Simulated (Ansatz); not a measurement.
Consider Ru in the hcp (Mg type) structure (space group P6_3/mmc, No. 194; relaxed with 0.1 eV smearing).

```
CELL_PARAMETERS angstrom
      2.72191     0.00000     0.00000
     -1.36096     2.35725     0.00000
      0.00000     0.00000     4.29398
ATOMIC_POSITIONS crystal
  Ru 0.66667 0.33333 0.75000
  Ru 0.33333 0.66667 0.25000
```

Cartesian axes are those of the cell as printed.

Level of theory: PBE in Ansatz (plane waves to 420 eV, PAW, no spin-orbit coupling).

One thing is altered: uniaxial strain ε_zz = −2.50 %, all other strain components held at zero; the atoms relax in the strained cell.

Predict the stress tensor and what it implies for the stiffness.

Stress of the strained cell less that of the base (GPa, compression positive):
```
    4.8     0.0     0.0
    0.0     4.8     0.0
    0.0     0.0    17.4
```

Then −Δσ_ii/ε with ε = -0.0250 gives secant stiffness values (nonlinear terms included at this strain): C33 ≈ 697 GPa, C13 ≈ 191 GPa and C23 ≈ 191 GPa.

As a check, the harmonic strain energy −½ V₀ Δσ:ε is 19 meV/atom; the computed energy rise is 18 meV/atom.

No phonon test of stability was made. The final runs are not spin-polarised.

Ansatz is an electronic-structure program.
